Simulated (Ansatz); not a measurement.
Take SiO$_{2}$ (space group P3_221, No. 154; a = 4.949 Å, c = 5.441 Å) as the base. Axes: x lies along a and z along c of the hexagonal cell.

All numbers come from PBEsol/PAW in Ansatz (a quantum-chemistry and plane-wave program), no spin-orbit coupling.

For the base:

```
Quantity                Result
-------------  ---------------
Gap character  indirect, K → Γ
```

Modification: biaxial strain +1.50 %, plane normal [001], relaxed out of plane (Cartesian); in-plane vectors clamped, the third vector and the atoms free.

**Question.** What does the calculation give for the ratio −ε⊥/ε∥ after the change?

**Answer.** The ratio −ε⊥/ε∥ amounts to 0.15.

**Question.** Predict the new in-plane stress.

**Answer.** The mean in-plane stress (compression positive) is -1.1 GPa.

**Question.** Predict the new gap character.

**Answer.** The gap character is still indirect, K → Γ.

Whether these cells are dynamically stable was not tested.
